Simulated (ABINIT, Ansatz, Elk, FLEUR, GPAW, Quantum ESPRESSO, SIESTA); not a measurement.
# One structure in several programs: ZrTi2 (P6/mmm, 3 atoms in the cell)

Self-consistent single point, at a second geometry (lattice scaled by 0.98). First geometry:

```xyz
3
Lattice="4.7244 0.0000 0.0000 -2.3622 4.0915 0.0000 0.0000 0.0000 3.0034" Properties=species:S:1:pos:R:3 pbc="T T T"
Zr     0.0000     0.0000     0.0000
Ti     2.3622     1.3638     1.5017
Ti     0.0000     2.7276     1.5017
```

Shared settings, as Ansatz (a quantum-chemistry and plane-wave program) writes them: kpoints.mp_grid.grid = 8 8 11; scf.occupations.method = fermi_dirac; scf.occupations.width = 0.1 eV. Potentials and cutoffs stand in the table.

| code | model | ΔF from the first geometry (meV/atom) | pressure (GPa) | cutoff |
|---|---|---|---|---|
| GPAW | LDA (Perdew-Wang 92), GPAW PAW datasets LDA (gpaw-data 1.0.1) | -30.8 | -1.27 | 850 eV |
| ABINIT | LDA (PW92), norm-conserving pseudopotentials (PseudoDojo nc-sr-04 LDA standard) | -31.4 | -1.20 | 42 Ha |
| Elk | LDA (PW92), all-electron FP-LAPW, Elk's shipped species files, default APW+lo basis | -29.5 | – | default |
| SIESTA | LDA PW92, numerical atomic orbitals TZP, PseudoDojo LDA standard norm-conserving potentials (rewritten from UPF to PSML) | -46.2 | -3.36 | grid 350 Ry |
| Ansatz | LDA (PW92), PAW files made with PBE | -31.8 | -1.27 | 420 eV |
| Quantum ESPRESSO | LDA (PZ), GBRV 1.5 ultrasoft (LDA) pseudopotentials | -31.4 | -1.23 | 50 Ry |
| FLEUR | LDA (Vosko-Wilk-Nusair), all-electron FLAPW (FLEUR), scalar-relativistic valence | -30.3 | – | Kmax 4.3 1/bohr |

A dash marks a value that a program does not give, or that is left out as unsure.

On Ansatz's run: spin polarisation is off.

The spread over the programs that give each value: ΔF from the first geometry within 16.7 meV/atom; pressure within 2.16 GPa.

SIESTA uses small atom-centred bases, whose incompleteness enters pressures, forces and empty levels differently from a plane-wave cutoff. Elk and FLEUR treat all electrons, but the usual bases taken here (sphere radii, linearisation, local orbitals, empty states) were not tested for convergence, so the values are no reference for the others. Ansatz's pressure is given at a fixed set of plane waves, as the other plane-wave codes print theirs. The same LDA comes in different parametrisations, which differ slightly. In the pressure, SIESTA (by 2.11) lies more than 1 GPa from the median of the plane-wave programs.

The starting cell comes from a database of computed structures (which also holds hypothetical and non-ambient phases and stackings), without a prior relaxation at this level. For this run, on top of that: lattice scaled by 0.98.

Keys are those of Ansatz 0.2.
